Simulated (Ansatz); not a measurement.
TaO2F (P4₂/mmc, No. 131, 8 atoms in the cell; start mp-33997), treated with LDA in Ansatz (plane waves, PAW).

Run with plane-wave cutoff 520 eV, 8×8×6 k mesh (along the axes of the cell as run), Fermi–Dirac smearing 0.01 eV, scalar-relativistic PAW data made under PBE.

Cell (relaxed at this level):

```
TaFO2
1.0
    3.91182     0.00000     0.00000
    0.00000     3.91182     0.00000
    0.00000     0.00000     7.66436
Ta O F
2 4 2
Direct
  0.00000   0.00000   0.00000
  0.00000   0.00000   0.50000
  0.00000   0.00000   0.25000
  0.00000   0.00000   0.75000
  0.50000   0.00000   0.00000
  0.00000   0.50000   0.50000
  0.00000   0.50000   0.00000
  0.50000   0.00000   0.50000
```

Task: What does this level give for the band gap and bulk modulus?

Result: 
band gap: 2.09 eV (on the SCF k mesh)
bulk modulus: 205 GPa

Note: the relaxation could not lower the start's symmetry, so the cell can be a saddle point above a distorted one; the bulk modulus is −V dP/dV from two relaxed cells at ±2 % in volume.

Spin–orbit coupling is not included.

Static lattice: no zero-point or thermal effects.

A start named mp-… is a Materials Project structure, which need not be a measured phase.

Ansatz is an electronic-structure program.
